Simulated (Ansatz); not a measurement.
Consider SiC in the wurtzite structure (space group P6_3mc, No. 186; a = 3.0920 Å, c = 5.0743 Å).

Structures relaxed with plane-wave PAW DFT at the PBE level (Ansatz, a program for electronic structure, 420 eV), no SOC.

Base:

Simulated powder pattern, Cu Kα1, λ = 1.54056 Å (kinematic, ideal powder, no thermal factors, no anomalous dispersion; the 8 strongest lines at most, above 2 %, up to 2θ = 90°):

```json
[
 {"2θ (°)": "33.44", "I/Imax (%)": "74", "hkl": "(100)"},
 {"2θ (°)": "35.35", "I/Imax (%)": "51", "hkl": "(002)"},
 {"2θ (°)": "37.96", "I/Imax (%)": "100", "hkl": "(101)"},
 {"2θ (°)": "49.45", "I/Imax (%)": "27", "hkl": "(102)"},
 {"2θ (°)": "59.77", "I/Imax (%)": "46", "hkl": "(110)"},
 {"2θ (°)": "65.18", "I/Imax (%)": "47", "hkl": "(103)"},
 {"2θ (°)": "71.39", "I/Imax (%)": "35", "hkl": "(112)"},
 {"2θ (°)": "73.03", "I/Imax (%)": "16", "hkl": "(201)"}
]
```

Modification: an isotropic linear strain of +3.00 %; the atoms relax in the strained cell.

Task: Where do the lines fall after the change?

Result: 
Simulated powder pattern, Cu Kα1, λ = 1.54056 Å (kinematic, ideal powder, no thermal factors, no anomalous dispersion; the 8 strongest lines at most, above 2 %, up to 2θ = 90°):

| 2θ (°) | I/Imax (%) | hkl |
|---|---|---|
| 32.44 | 75 | (100) |
| 34.29 | 51 | (002) |
| 36.82 | 100 | (101) |
| 47.91 | 27 | (102) |
| 57.86 | 47 | (110) |
| 63.06 | 48 | (103) |
| 69.01 | 36 | (112) |
| 70.58 | 16 | (201) |

The indices refer to the base's conventional cell; one index is shown for lines that coincide.

No phonon test of stability was made.
